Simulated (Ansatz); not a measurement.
## Si: element substitutions

The parent structure is Si in the diamond structure (space group Fd-3m, No. 227; a = 5.444 Å).

Each row replaces one element on all its sites; cell and atoms are relaxed.

Calculations: r2SCAN/PAW in Ansatz (a program for electronic structure), scalar-relativistic without spin-orbit coupling.

| variant | shortest interatomic distance | density |
|---|---|---|
| base | 2.357 Å | 2.31 g/cm³ |
| Si → P | 2.351 Å | 2.57 g/cm³ |
| Si → Ir | 2.392 Å | 15.14 g/cm³ |
| Si → Al | 2.610 Å | 1.64 g/cm³ |

Stability against distortions was not tested. As relaxed here, P, Ir and Al are hypothetical phases, not in the database extracts checked. All final runs are without spin polarisation.
